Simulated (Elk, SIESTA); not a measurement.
A SIESTA input for a self-consistent single point of MgPd3 (Pm-3m, 4 atoms in the cell) (DFT, LDA PW92, numerical atomic orbitals TZP, PseudoDojo LDA standard norm-conserving potentials (rewritten from UPF to PSML)):

```
# files in the folder: Mg.psml Pd.psml (PseudoDojo LDA standard)
SystemName  MgPd3
SystemLabel siesta

NumberOfAtoms                4
NumberOfSpecies              2
%block ChemicalSpeciesLabel
  1 12 Mg
  2 46 Pd
%endblock ChemicalSpeciesLabel
LatticeConstant              1.0 Ang
%block LatticeVectors
     3.964763000    0.000000000    0.000000000
     0.000000000    3.964763000    0.000000000
     0.000000000    0.000000000    3.964763000
%endblock LatticeVectors
AtomicCoordinatesFormat      Bohr
%block AtomicCoordinatesAndAtomicSpecies
     0.000000000    0.000000000    0.000000000  1
     0.000000000    3.746158110    3.746158110  2
     3.746158110    0.000000000    3.746158110  2
     3.746158110    3.746158110    0.000000000  2
%endblock AtomicCoordinatesAndAtomicSpecies

XC.functional                LDA
XC.authors                   PW92
PAO.BasisSize                TZP
PAO.EnergyShift              0.005 Ry
MeshCutoff                   350 Ry
%block kgrid.MonkhorstPack
    7   0   0  0.0
    0   7   0  0.0
    0   0   7  0.0
%endblock kgrid.MonkhorstPack
OccupationFunction           FD
ElectronicTemperature        1160.45 K

MaxSCFIterations             150
SCF.Mixer.Method             Pulay
SCF.Mixer.Weight             0.25
SCF.Mixer.History            8
SCF.DM.Tolerance             1.0E-04
Diag.ParallelOverK           true
WriteForces                  true
```

### Question
Translate this input to Elk.

### Answer
One input that does it (others would too):

```
tasks
  0

rgkmax
  8.0

gmaxvr
  14.0

nxoapwlo
  1

rmtscf
  0.96

swidth
  0.00367493

maxscl
  100

scale
  1.889726125

avec
    3.9647630000    0.0000000000    0.0000000000
    0.0000000000    3.9647630000    0.0000000000
    0.0000000000    0.0000000000    3.9647630000

sppath
  './'

atoms
  2
  'Mg.in'
  1
  0.0000000000  0.0000000000  0.0000000000    0.0 0.0 0.0
  'Pd.in'
  3
  0.0000000000  0.5000000000  0.5000000000    0.0 0.0 0.0
  0.5000000000  0.0000000000  0.5000000000    0.0 0.0 0.0
  0.5000000000  0.5000000000  0.0000000000    0.0 0.0 0.0

ngridk
  7 7 7
```

Basis settings and potentials, where a program has them, do not carry over. This input uses DFT, LDA (PW92), all-electron FP-LAPW, Elk's shipped species files, LAPW+lo basis. LDA parametrisations can differ slightly between programs.

The starting cell comes from a database of computed structures (which also holds hypothetical and non-ambient phases and stackings), without a prior relaxation at this level. Its lattice was rescaled by a random factor within 2.5 % of one.
